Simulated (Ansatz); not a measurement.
Functionals compared on the (21-31) surface of hcp Mg in its 1x1 cell, outermost plane spacing 0.17 Å in the ideal cut, in Ansatz (plane waves, PAW). The structure was relaxed with PBE; the other rows are single points on it, each with its references at the same level. Cutoff 420 eV (500 eV for r2SCAN).

Slab: 22 atoms, 10.4 Å thick at the start (thin: gaps and levels are the slab's own); k 7x5x1, smearing 0.1 eV, dipole-corrected; all atoms relaxed; symmetry of the start imposed; no spin, no spin-orbit, no U. These notes are the PBE run's.

```tsv
functional	surface energy (J/m²)	work function of the top face (eV)	rough cost of the single point
PBE	0.73	3.53	–
LDA	0.82	3.66	roughly 4 core-minutes
PBEsol	…	…	very roughly 4 core-minutes
RPBE	0.67	3.46	about 5 core-minutes (a rough figure)
r2SCAN	0.82	3.58	about 10 core-minutes (a rough figure)
```

Question: Fill in the missing entries.

Answer: 
- PBEsol, surface energy (J/m²): 0.81
- PBEsol, work function of the top face (eV): 3.56

Ansatz is a quantum-chemistry and plane-wave program.
